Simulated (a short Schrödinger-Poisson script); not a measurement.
System: symmetric double-gate stack, SiO2 on p-type Ge(111), at 300 K.

```
layer  material  thickness (nm)  Na (cm⁻³)
-----  --------  --------------  ---------
1          SiO2             3.2          -
2            Ge               2       2e17
3          SiO2             3.2          -
```

Constants are typed, rounded textbook-type inputs, not results; the design itself was drawn at random and stands for no fabricated device. SiO2: permittivity 3.9, conduction-band edge (eV) 3.1, gap (eV) 9, electron mass (mₑ) 0.5. Ge: permittivity 16, conduction-band edge (eV) 0, gap (eV) 0.664, Nv at 300 K (cm⁻³) 6e18.

Channel valleys (confinement mass, in-plane density-of-states mass, number): L1 1.59, 0.08, 1; L3 0.09, 0.34, 3. At the gates, both at one voltage, the conduction-band edge of layer 1 lies 3.12 eV − eVg above the Fermi level of the channel. Gaps are held at their typed values at every temperature. Mesh 0.03 nm at interfaces.

Solved with a short Schrödinger-Poisson script written for these runs: 1D Poisson equation in equilibrium, electrons quantum, Hartree (BenDaniel-Duke, 12 states a valley, the channel's in-plane mass for all, wave functions free to enter the dielectric), parabolic valleys, classical holes, full ionisation, no traps, pinning or gate leakage.

The same stack at other levels of the model or other numerical settings:

```
run                                          sheet density of all electrons at Vg = 2.25 V (cm⁻²)  sheet density of all electrons at Vg = 0.45 V (cm⁻²)  capacitance of both gates at Vg = 2.25 V (μF/cm²)  rough cost against the base
-------------------------------------------  ----------------------------------------------------  ----------------------------------------------------  -------------------------------------------------  ---------------------------
base                                                                                      2.46e13                                               3.51e12                                               2.02                      about 1
electrons treated as classical, Boltzmann                                                 2.86e13                                               5.29e12                                               2.11                         0.05
electrons treated as classical, Fermi-Dirac                                               2.70e13                                               5.01e12                                               1.99                          0.1
mesh six times as coarse                                                                  2.43e13                                               3.51e12                                               2.01                          0.3
one subband a valley                                                                      2.44e13                                               3.49e12                                               2.03                          0.3
```

The classical rows ignore confinement, and Boltzmann statistics overrate the density once the band edge passes the Fermi level.

Only the L valleys are kept; under strong confinement the Δ valleys of Ge fill too.
